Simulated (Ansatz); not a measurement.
Band structure of MgAl₂S₄ (R-3m, 7 atoms in the cell).

```
Mg(AlS2)2
1.0
    1.84257     1.06381    12.85615
   -1.84257     1.06381    12.85615
    0.00000    -2.12762    12.85615
Mg Al S
1 2 4
Cartesian
  0.00000   0.00000   0.00000
  0.00000   0.00000   9.33357
  0.00000   0.00000  29.23490
  0.00000   0.00000   4.48243
  0.00000   0.00000  34.08604
  0.00000   0.00000  11.48607
  0.00000   0.00000  27.08239
```

Method: PBEsol, PAW files made with PBE (plane waves; Ansatz, a quantum-chemistry and plane-wave program).

Settings: kpoints.mp_grid.grid = 6 6 6; hamiltonian.xc = pbesol; hamiltonian.pseudopotentials = {kind: paw} (an earlier, softer set of the program's PAW files); scf.occupations.method = fixed; kpoints.band_path.path = [[0.0, 0.0, 0.0], [0.5, 0.0, 0.0], [0.5, 0.17123137, -0.17123137]]; kpoints.band_path.npoints = 8.

The starting cell comes from a database of computed structures (which also holds hypothetical and non-ambient phases and stackings), without a prior relaxation at this level. Its lattice was rescaled by a random factor within 2.5 % of one.

**Question.** Predict the gap along the standard path and the places of the band edges.

**Answer.** The gap along the path is 1.98 eV, from Γ to L; the smallest direct gap on it is 2.05 eV. Another conduction valley lies within 0.1 eV, so the order of the valleys is not sure.

Levels in eV from the top of the valence band on the path, bands 17 to 24:
| point | 17 | 18 | 19 | 20 | 21 | 22 | 23 | 24 |
|---|---|---|---|---|---|---|---|---|
| Γ | -0.43 | -0.43 | 0.00 | 0.00 | 2.05 | 2.45 | 4.50 | 4.86 |
| L | -2.06 | -1.76 | -1.31 | -0.50 | 1.98 | 2.11 | 3.32 | 3.56 |
| B1 | -2.25 | -1.90 | -1.89 | -1.54 | 3.42 | 3.66 | 4.58 | 4.67 |

Keys are those of Ansatz 0.2.
